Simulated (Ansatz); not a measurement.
# Pressure series in hypothetical diamond Bi

Consider Bi in the diamond structure (space group Fd-3m, No. 227; a = 7.165 Å; a hypothetical phase, not in the database extracts checked).

Cell and atoms are relaxed at each pressure.

All numbers come from Ansatz (an electronic-structure program) PBEsol, no spin-orbit coupling.

Two rows of this table had their results exchanged by mistake.

| pressure | volume per atom (Å³) | shortest distance (Å) | band gap |
|---|---|---|---|
| pressure −2 GPa | 49.45 | 3.179 | zero |
| pressure −1 GPa | 47.56 | 3.138 | zero |
| pressure 0.3 GPa | 45.55 | 3.093 | zero |
| pressure 0.7 GPa | 45.03 | 3.081 | zero |
| pressure 1.5 GPa | 40.79 | 2.981 | zero |
| pressure 3 GPa | 42.50 | 3.022 | zero |
| pressure 5 GPa | 44.07 | 3.059 | zero |
| pressure 7.5 GPa | 39.05 | 2.938 | zero |
| pressure 10 GPa | 37.63 | 2.902 | zero |

**Question.** Which two?

**Answer.** The rows for pressure 1.5 GPa and pressure 5 GPa: the volume has to fall steadily with pressure, so 44.07 Å³ belongs to pressure 1.5 GPa and 40.79 Å³ to pressure 5 GPa.

Load acts through the strain it causes; cell and atoms are relaxed under it. Stability against distortions was not tested. No other phases were tried under pressure.
